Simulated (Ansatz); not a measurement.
Data:

```
InAs
1.0
    0.00000     3.01056     3.01056
    3.01056     0.00000     3.01056
    3.01056     3.01056     0.00000
In As
1 1
Direct
  0.75000   0.75000   0.75000
  0.00000   0.00000   0.00000
```

Calculation: PBEsol, rigid bands (plane waves, PAW, scalar-relativistic; Ansatz, an electronic-structure program). Condition of this run: hydrostatic pressure 2 GPa (the target of the relaxation). Cell: cell and atoms relaxed with PBEsol, then loaded as said.

Is this a good metal at this level?

No. No gap shows, but r2SCAN opens one on the same cell, so the missing gap may be the functional's error (that test had no spin-orbit coupling). N(E_F) = 0.0021 states/eV a cell at 300 K and the Drude plasma energy along the best axis is 0.169 eV, several times under that of a simple or noble metal.

Spin-orbit coupling is left out; it can open or close a small gap.
